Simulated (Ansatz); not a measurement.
**GaP: alloy series**

Consider GaP in the zinc blende structure (space group F-43m, No. 216; a = 5.438 Å).

The other end (x = 1) is AsP in the zinc blende structure (space group F-43m, No. 216; a hypothetical phase, not in the database extracts checked): 23.89 Å³/atom, gap zero; this end may not be an ambient phase.

As replaces a fraction x of Ga; each row is one arrangement (x, atoms in the cell, starting space group or random), fully relaxed.

All numbers come from Ansatz (a program for electronic structure) PBEsol, no spin-orbit coupling.

Candidates:
(a) x(As) = 0.75, 8 atoms, P-4m2
(b) x(As) = 0.333, 6 atoms, P3m1
(c) x(As) = 0.5, 4 atoms, R3m
(d) x(As) = 0.25, 8 atoms, I-42m
(e) x(As) = 0.5, 4 atoms, P-4m2

Notes on the quantities. deviation of the volume from the linear: Vegard-type) interpolation.

Task: Order them by deviation of the volume from the linear, lowest first.

Result: (e) x(As) = 0.5, 4 atoms, P-4m2 (-10.4 %), (a) x(As) = 0.75, 8 atoms, P-4m2 (-6.8 %), (c) x(As) = 0.5, 4 atoms, R3m (-6.3 %), (b) x(As) = 0.333, 6 atoms, P3m1 (-3.5 %), (d) x(As) = 0.25, 8 atoms, I-42m (+0.2 %)

These are small ordered cells, not random alloys; other orderings at the same x differ. Stability against distortions was not tested. All final runs are without spin polarisation. Under x(As) = 0.75, 8 atoms, P-4m2, x(As) = 0.333, 6 atoms, P3m1 and x(As) = 0.5, 4 atoms, R3m and more the cell changed shape so far that it is another structure. A zero or small gap of Ga3AsP4 can be the functional's error rather than a property of the material.
